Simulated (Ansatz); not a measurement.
Results of PBE in Ansatz (PAW) for CsCl-type RuAl.

Total energies, extrapolated to zero smearing (they compare only within this program, potentials and cutoff):

| system | energy (eV/atom) |
|---|---|
| CsCl-type RuAl, relaxed | -3208.7361 |
| fcc Al | -537.5013 |
| hcp Ru | -5878.6893 |

Task: Work out the enthalpy of formation per atom.

Result: ΔH_f ≈ ΔE = -3208.7361 − [1 × (-537.5013) + 1 × (-5878.6893)]/2 = -0.641 eV/atom (0 K, no vibrations). The reference value is -0.644 ± 0.02 eV/atom (measured, 298 K, copied from a table, unchecked, not corrected to a static lattice; as tabulated in Wang et al. (2021), doi:10.1038/s41598-021-94550-5), a difference of +0.003 eV/atom.

The PAW data were made under PBE.

Ansatz is an electronic-structure program.
